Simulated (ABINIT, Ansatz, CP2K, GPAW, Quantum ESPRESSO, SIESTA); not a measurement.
## Code comparison for a sheet of SnO (4 atoms in the cell)

Self-consistent single point, at a second geometry (lattice scaled in the plane by 0.98). First geometry:

```xyz
4
Lattice="3.6790 0.0000 0.0000 0.0000 3.6790 0.0000 0.0000 0.0000 16.2254" Properties=species:S:1:pos:R:3 pbc="T T T"
Sn     1.8395     0.0000     9.2253
Sn     0.0000     1.8395     7.0000
O      0.0000     0.0000     8.1127
O      1.8395     1.8395     8.1127
```

Shared settings, as Ansatz (a quantum-chemistry and plane-wave program) writes them: kpoints.mp_grid.grid = 5 5 1; scf.occupations.method = gaussian; scf.occupations.width = 0.05 eV. Potentials and cutoffs stand in the table.

| code | model | ΔF from the first geometry (meV/atom) | largest force (eV/Å) | gap on the mesh (eV) | cutoff |
|---|---|---|---|---|---|
| ABINIT | PBE, PAW (JTH v2.0 PBE PAW) | 79.6 | 3.306 | 3.194 | 48 Ry |
| GPAW | PBE, GPAW PAW datasets PBE (gpaw-data 1.0.1) | 77.6 | 3.233 | – | 900 eV |
| Quantum ESPRESSO | PBE, PseudoDojo standard norm-conserving (PBE) pseudopotentials | 82.5 | 3.293 | 3.209 | 85 Ry |
| Ansatz | PBE, PAW files | 81.6 | 3.293 | 3.209 | default |
| SIESTA | GGA PBE, numerical atomic orbitals DZP, PseudoDojo PBE standard norm-conserving potentials (rewritten from UPF to PSML) | 95.7 | 4.055 | 3.119 | grid 400 Ry |
| CP2K | PBE, GPW, DZVP-MOLOPT-SR-GTH basis, GTH-PBE potentials (GTH_POTENTIALS) | 97.2 | 3.815 | 3.167 | grid 450 Ry |

A dash marks a value that a program does not give, or that is left out as unsure.

No gap is tabulated for GPAW: it is not read from that output, or partly filled or unconverged empty levels leave it unsure.

Gaps are read on the mesh.

The spread over the programs that give each value: ΔF from the first geometry within 19.6 meV/atom; largest force within 0.822 eV/Å; gap on the mesh within 0.090 eV.

SIESTA and CP2K use small atom-centred bases, whose incompleteness enters pressures, forces and empty levels differently from a plane-wave cutoff. In the force vectors, SIESTA (by 0.762) and CP2K (by 0.521) lie more than 0.08 eV/Å from the median of the plane-wave programs.

The starting cell was generated: these elements placed on a structure prototype, without a prior relaxation; it need not be a known phase or ordering of this composition. Its lattice was rescaled in the plane by a random factor within 2.5 % of one. For this run, on top of that: lattice scaled in the plane by 0.98.

Keys are those of Ansatz 0.2.
